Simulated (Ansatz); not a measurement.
Consider the following.

```
HfS2
1.0
    3.52369     0.00000     0.00000
   -1.76184     3.05160     0.00000
    0.00000     0.00000     5.48343
Hf S
1 2
Cartesian
  0.00000   0.00000   0.00000
  1.76184   1.01720   1.46587
  0.00000   2.03440   4.01755
```

No spin polarisation.

Calculations: PBEsol-D3(BJ) in Ansatz (plane waves to 420 eV, PAW, no SOC). Γ-centred 11×11×6 mesh, Fermi–Dirac width 0.05 eV.

### Question
What is the computed band gap?

### Answer
0.27 eV.

### Question
Estimate the width of the top valence band.

### Answer
2.52 eV.

### Question
What valence-band top at Γ (three highest levels, from the VBM) does the calculation give?

### Answer
0.00, -0.37, -0.37 eV.

With Hf present, leaving out spin-orbit coupling can change the band edges. Load acts through the strain it causes; cell and atoms are relaxed under it. No phonon test of stability was made. The cell was made from HfS₂ in the CdI2 type structure (space group P-3m1, No. 164; layered, stacked along the Cartesian z axis) by this change: pressure 1.5 GPa. The zero or small gap of HfS2 under pressure 1.5 GPa can change with the level of theory.

Ansatz is a program for electronic structure.
